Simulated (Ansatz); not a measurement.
InSe (P6₃/mmc, No. 194; cell taken from a computed entry)

All values below come from r²SCAN in Ansatz (plane waves, PAW).

Run with plane-wave cutoff 560 eV, 12×12×2 k mesh (along the axes of the cell as run), Fermi–Dirac smearing 0.01 eV, scalar-relativistic PAW data made under PBE.

Cell: relaxed with PBEsol: a = b = 4.0057 Å, c = 16.9982 Å, α = β = 90.00°, γ = 120.00°.

```yaml
band_gap: 0.97 eV
```

Measured, for comparison: band gap 1.17 eV (temperature not stated, not corrected to a static lattice; as tabulated in Kim et al. (2020), doi:10.1038/s41597-020-00723-8).

Note: cell and atoms aren't relaxed at this level (largest force component 0.08 eV/Å, pressure 0.9 GPa); the cell has widely spaced layers and the level no dispersion term, so their spacing and the moduli can rest on weak binding.

Spin–orbit coupling is not included.

Cost on a shared machine: very roughly 2.6 core-minutes.

Ansatz is a first-principles code.
